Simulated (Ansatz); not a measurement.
```yaml
crystal:
  lattice:
    - [11.00000, 0.00000, 0.00000]
    - [0.00000, 11.00000, 0.00000]
    - [0.00000, 0.00000, 5.96839]
  atoms:
    - { symbol: Li, position: [0.50000, 0.50000, 0.00000] }
    - { symbol: Li, position: [0.50000, 0.50000, 0.50000] }
```

Computed with PBE (plane waves to 420 eV, PAW; Ansatz, an electronic-structure program). Mesh 1×1×52. No spin polarisation, so a magnetic state wasn't tested. Periodic along z alone, with about 11 Å of vacuum beside it. A model structure. Only distortions within the start's symmetry and period were free. Pairing along the axis, which can open a gap, is among the distortions not tried. Buckling under compression is shut out by symmetry and the short period.

Say what this body is, and give its properties.

Free linear chain of Li atoms. A hypothetical model.
```
Quantity                                                                                                             Value
--------------------------------------------------------------------  ----------------------------------------------------
PBE gap                                                                                               none (under 0.01 eV)
crossings of the Fermi level between Γ and the zone edge (49 points)  1, each for both spins (ideal conductance 1 × 2e²/h)
work function (PBE)                                                                                                3.39 eV
axial stiffness dF/dε                                                                                               3.6 nN
```
